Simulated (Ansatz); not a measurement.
WC, response to strain

Start from WC (space group P-6m2, No. 187; relaxed with 0.1 eV smearing).

```
CELL_PARAMETERS angstrom
      2.91268     0.00000     0.00000
     -1.45634     2.52245     0.00000
      0.00000     0.00000     2.83536
ATOMIC_POSITIONS crystal
  W  0.00000 0.00000 0.00000
  C  0.33333 0.66667 0.50000
```

Strains are applied to the cell and any free atomic positions relax.

Method: plane-wave PAW DFT at the r2SCAN level (Ansatz, a first-principles code, 500 eV), no SOC.

Notes on the quantities. energy relative to the base: free energy F; pressure: mean of the normal stresses, compression positive.

| change | energy relative to the base | shortest interatomic distance | pressure |
|---|---|---|---|
| base | 0 meV/atom | 2.199 Å | 0.0 GPa |
| isotropic strain +0.50 % | +2.9 meV/atom | 2.210 Å | -5.9 GPa |
| isotropic strain +1.00 % | ? | 2.221 Å | ? |
| isotropic strain +1.50 % | +25 meV/atom | 2.232 Å | -16.5 GPa |
| isotropic strain +2.00 % | +44 meV/atom | 2.243 Å | -21.2 GPa |
| isotropic strain +2.50 % | +68 meV/atom | 2.254 Å | -25.6 GPa |
| isotropic strain +3.00 % | +97 meV/atom | 2.265 Å | ? |

### Question
Fill in the withheld entries from the trend.

### Answer

- isotropic strain +1.00 %, energy relative to the base: +11 meV/atom
- isotropic strain +1.00 %, pressure: -11.3 GPa
- isotropic strain +3.00 %, pressure: -29.7 GPa

Whether these cells are dynamically stable was not tested. All final runs are without spin polarisation.
